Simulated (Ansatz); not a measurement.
The parent structure is PbSe in the rock salt structure (space group Fm-3m, No. 225).

```xyz
2
Lattice="0.0000 3.1088 3.1088 3.1088 0.0000 3.1088 3.1088 3.1088 0.0000" Properties=species:S:1:pos:R:3 pbc="T T T"
Se     0.0000     0.0000     0.0000
Pb     3.1088     3.1088     3.1088
```

The values are results of plane-wave PAW DFT at the PBE level (Ansatz, an electronic-structure program, 420 eV), no spin-orbit coupling, earlier PAW set, not measurements.

Base values:

```
Quantity                  Result
-------------------  -----------
Lattice parameter a  11.750 bohr
```

Now apply this change: cell and atoms relaxed at a pressure of 18 GPa.

Q: Estimate the effect on the lattice parameter a.

A: The lattice parameter a drops by 0.8773 bohr (11.750 bohr → 10.872 bohr).

Load acts through the strain it causes; cell and atoms are relaxed under it. Stability against distortions was not tested. No other phases were tried under pressure. The final runs are not spin-polarised.
